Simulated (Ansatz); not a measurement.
This concerns the energy of the reaction as written. Reaction: 1/4 cell B + 3/8 O2 (gas) → cell A. A negative value means that the right-hand side lies lower.

Cell A: a slab of Co (hcp, P6₃/mmc) cut along (0001), 6 atoms, hexagonal cell of 2.49 Å (5.4 Å²), symmetry P3m1 within 0.02 Å, 9.2 Å thick under 16 Å of vacuum, in-plane vectors held at the crystal's; planes from bottom to top: Co × 5 | O, its two faces unlike (dipole correction applied); added, foreign or displaced atoms, above the top plane: O bound to 3 Co at 1.78 Å; spin state with PBE: parallel moments, net moment 6.9 μB a cell, k-point mesh 21×21×1.
```xyz
6
Lattice="2.4933 0.0000 0.0000 1.2467 2.1593 0.0000 0.0000 0.0000 25.2518" Properties=species:S:1:pos:R:3 pbc="T T T"
Co     0.0000     0.0000     8.0081
Co     2.4933     1.4395     9.9624
Co     0.0000     0.0000    12.0192
Co     2.4933     1.4395    14.0037
Co     0.0000     0.0000    16.1681
O      1.2467     0.7198    17.2168
```

Cell B: a slab of Co (hcp, P6₃/mmc) cut along (0001), 21 atoms, hexagonal cell of 4.99 Å (21.5 Å²), symmetry P3m1 within 0.02 Å, 9.2 Å thick under 16 Å of vacuum, in-plane vectors held at the crystal's; planes from bottom to top: Co4 × 5 | O, its two faces unlike (dipole correction applied); added, foreign or displaced atoms, above the top plane: O bound to 3 Co at 1.85 Å; spin state with PBE: parallel moments, net moment 33.3 μB a cell, k-point mesh 11×11×1.
```
CELL_PARAMETERS angstrom
      4.98667     0.00000     0.00000
      2.49334     4.31858     0.00000
      0.00000     0.00000    25.25178
ATOMIC_POSITIONS crystal
  Co 0.00001 0.00001 0.31796
  Co 0.49998 0.00001 0.31796
  Co 0.00001 0.49998 0.31796
  Co 0.50000 0.50000 0.31796
  Co 0.83333 0.33334 0.39558
  Co 0.33334 0.33334 0.39558
  Co 0.83333 0.83333 0.39556
  Co 0.33334 0.83333 0.39558
  Co 0.99951 0.99951 0.47641
  Co 0.50098 0.99951 0.47641
  Co 0.99951 0.50098 0.47641
  Co 0.50000 0.50000 0.47655
  Co 0.83588 0.33206 0.55608
  Co 0.33206 0.33206 0.55608
  Co 0.83333 0.83333 0.55596
  Co 0.33206 0.83588 0.55608
  Co 0.99582 0.99582 0.63698
  Co 0.50835 0.99582 0.63698
  Co 0.99582 0.50835 0.63698
  Co 0.50000 0.50000 0.63116
  O  0.16667 0.16667 0.68131
```

Reference: an isolated O2 molecule (triplet) in a box of 11 × 11 × 13 Å.

Plane-wave PAW calculations with Ansatz (a first-principles code), its default PAW set, cutoff 420 eV. The structures are at rest with PBE, within the held lattices. Neutral cells; Fermi-Dirac smearing of at most 0.10 eV in the solids, energies taken to zero width. Larger cells are relaxed from a start prepared with the learned potential CHGNet till forces fall under 0.03 eV/Å, which some starts already meet. A dispersion term (D3(BJ), or D4 for r2SCAN) was computed beside these levels and is taken off wherever the name lacks it. Space groups of crystals are read within 0.01 Å. Nuclei at rest; no vibrational terms. No structure search was made; lower ones may exist. No Hubbard U is applied. No search over spin orders was made beyond those shown. No correction for cell size. The cells' k-point meshes differ in density, so the last digit is unsettled. Cell A has symmetry P3m1 within 0.02 Å and got no random move, so less symmetric positions, which may lie lower, weren't tried. Cell B has symmetry P3m1 within 0.02 Å and got no random move, so less symmetric positions, which may lie lower, weren't tried.

Q: Predict the value from PBE.

A: -1.01 eV, for 1/4 cell B + 3/8 O2 (gas) → cell A.
